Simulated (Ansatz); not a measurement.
A user runs Ansatz (a quantum-chemistry and plane-wave program) on CuAu (P4/mmm, 2 atoms in the cell) and asks whether the run is sound. The aim is a self-consistent single point with DFT, LDA (PW92), plane waves, default PAW files made with PBE.

Cell that was meant: a = 2.8752 Å, b = 2.8752 Å, c = 3.6124 Å, α = 90.00°, β = 90.00°, γ = 90.00°.

Part of the input:

```yaml
  occupations:
    method: fermi_dirac
    width: 0.1
  max_iter: 40
  convergence:
    dr2_threshold: 1.0e-22 eV
output:
  forces: true
  eigenvalues: true
```

Output, abridged:

```
WARN basis.ecutwfc = 420 eV, the default
WARN ansatz: RAYON_NUM_THREADS=1 ignored (pool sized by the plan → 1); use --threads N
   [... lines left out ...]
PAW frozen core: Au, regenerated for the run's functional, and the local potential with it
Initial density: superposition of atomic densities (neutral atoms: chi_scale 0, normalization atom), corrected by the library's trained network
Initial wavefunctions: pseudopotential atomic-orbital guess
Eigensolver: davidson
Functional: x = slater, c = lda
SCF iter   1: F=—  HF=-19420.706569 eV  |F-HF|=—  |Δ(HF+E_count)|=         —  Δρ=2.00e-2  dr2=6.10e-2  ethr=1.77e-3  ⟨swp⟩=5.1  Hψ=5182  notcnv=0
all-band conjugate gradients solve this SCF's bands
preconditioner: auto → Kerker (q_TF=auto, 2.840 Å⁻¹)
SCF iter   2: F=—  HF=-19420.695379 eV  |F-HF|=—  |Δ(HF+E_count)|=   1.12e-2  Δρ=3.43e-3  dr2=1.84e-3  ethr=1.61e-4  ⟨swp⟩=2.0  Hψ=2418  notcnv=0  defer=3
   [... lines left out ...]
SCF iter  18: F=—  HF=-19420.694317 eV  |F-HF|=—  |Δ(HF+E_count)|=    0.00e0  Δρ=1.41e-12  dr2=7.29e-22  ethr=9.19e-19 (applied; sched 1.00e-12)  ⟨swp⟩=1.0  Hψ=1377  notcnv=0  defer=3
SCF iter  19: F=—  HF=-19420.694317 eV  |F-HF|=—  |Δ(HF+E_count)|=  3.64e-12  Δρ=4.96e-13  dr2=1.60e-22  ethr=1.00e-12  ⟨swp⟩=1.1  Hψ=1656  notcnv=0
SCF iter  20: F=-19420.694317 eV  HF=-19420.694317 eV  |F-HF|=0.00e0  |Δ(HF+E_count)|=    0.00e0  Δρ=1.87e-13  dr2=2.26e-23  ethr=1.00e-12  ⟨swp⟩=1.0  Hψ=1620  notcnv=0
SCF 1 converged in 20 iterations: F = -19420.694317 eV  dr2 = 2.26e-23
Free energy (F): -19420.694317 eV
Internal energy: -19420.673755 eV  (E = F + TS)
E sigma→0 (E₀):  -19420.684036 eV
Entropy (-TS):   -0.020562 eV (-10.281 meV/atom)
Fermi energy:    17.907760 eV
--- Forces (eV/Å), atoms counted from 1 ---
  atom   1  Cu     0.00000000     0.00000000     0.00000000
  atom   2  Au    -0.00000000    -0.00000000     0.00000000
--- Stress (GPa, compression-positive) ---
      -11.734249       0.000000       0.000000
        0.000000     -11.734249       0.000000
        0.000000       0.000000     -13.085788
  P = ⅓ Tr σ = -12.1848 GPa (-121.848 kbar)
  The stress holds the Pulay correction. Without it, at fixed plane waves, as pw.x and ABINIT print it: P = -12.2473 GPa
```

Task: Is anything amiss in this input, and did it matter?

Result: The results can be used. The input holds a threshold far tighter than needed, beside a limit on iterations, which can do harm: each further decade of the residual costs iterations, and near the noise of double precision and of the grids the loop may never get there. Here it did none. The run converged in 20 iterations, and against the sound input the free energy is nearly the same (within 1 meV/atom) and the pressure stays at -12.18 GPa. It cost iterations: the sound input took 7.

The sound input it was made from differs as follows (other fixes are possible):
```diff
-  max_iter: 40
-  convergence:
-    dr2_threshold: 1.0e-22 eV
```

With that input, the run converged in 7 iterations: free energy E − TS (on the zero of these files) -19420.6943 eV; Fermi level (on the code's own zero) 17.91 eV; pressure -12.18 GPa (DFT, LDA (PW92), plane waves, default PAW files made with PBE).

On the sound input: the starting cell comes from a database of computed structures (which also holds hypothetical and non-ambient phases and stackings), without a prior relaxation at this level. Its lattice was rescaled by a random factor within 2.5 % of one. Spin polarisation is off. With a pressure of about -12 GPa the cell is away from its equilibrium volume at this level. Ansatz's pressure includes its estimate of the finite-basis (Pulay) stress.

Keys are those of Ansatz 0.2.
